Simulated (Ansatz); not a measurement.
Base system: Eu in the bcc (W type) structure (space group Im-3m, No. 229; a = 4.450 Å; ferromagnetic; relaxed with 0.1 eV smearing).

The values are results of r2SCAN (Ansatz, a quantum-chemistry and plane-wave program), no SOC, not measurements.

Base values:

```
Item                    Value
--------------  -------------
Band gap                 zero
Magnetic state  ferromagnetic
Pressure              0.0 GPa
```

It is then changed as follows: every lattice vector is shortened by 0.63 %; the atoms relax in the strained cell.

Question: Predict the new band gap.

Answer: The band gap is still zero.

Question: Estimate the effect on the magnetic state.

Answer: The magnetic state stays ferromagnetic.

Question: Estimate the effect on the pressure.

Answer: The pressure goes from zero to 0.3 GPa.

Other magnetic orders, which the real material may have, were not ruled out. The state of the 4f shell was not checked for lower solutions. Stability against distortions was not tested.
